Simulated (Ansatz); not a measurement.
Hypothetical P6/mmm CsV3Sb5: pressure series

Consider CsV3Sb5 (space group P6/mmm, No. 191; a = 5.441 Å, c = 9.130 Å; a hypothetical phase, not in the database extracts checked).

Cell and atoms are relaxed at each pressure.

Method: Ansatz (a first-principles code) PBE-D3(BJ), scalar-relativistic without spin-orbit coupling.

Notes on the quantities. enthalpy: H = E + PV relative to the base's energy.

```csv
case,enthalpy,shortest interatomic distance,density,c/a ratio
base,–,2.720 Å,6.35 g/cm³,1.678
pressure −2 GPa,-0.34 eV/atom,2.739 Å,5.61 g/cm³,1.861
pressure −1 GPa,-0.17 eV/atom,2.728 Å,6.02 g/cm³,1.754
pressure 0.3 GPa,+0.05 eV/atom,2.719 Å,6.43 g/cm³,1.660
pressure 0.7 GPa,+0.11 eV/atom,2.716 Å,6.53 g/cm³,1.639
pressure 1.5 GPa,+0.24 eV/atom,2.711 Å,6.69 g/cm³,1.607
pressure 3 GPa,+0.46 eV/atom,2.701 Å,6.94 g/cm³,1.568
pressure 5 GPa,+0.75 eV/atom,2.687 Å,7.19 g/cm³,1.536
pressure 7.5 GPa,+1.11 eV/atom,2.671 Å,7.45 g/cm³,1.511
pressure 10 GPa,+1.45 eV/atom,2.655 Å,7.67 g/cm³,1.494
```

Load acts through the strain it causes; cell and atoms are relaxed under it. Whether these cells are dynamically stable was not tested. No other phases were tried under pressure. Starting moments died away, wholly or in part, for the base; another magnetic solution may exist. All final runs are without spin polarisation. An odd electron count without spin: CsV3Sb5. CsV3Sb5 has a high density of states at the Fermi level and may be magnetic at this level.
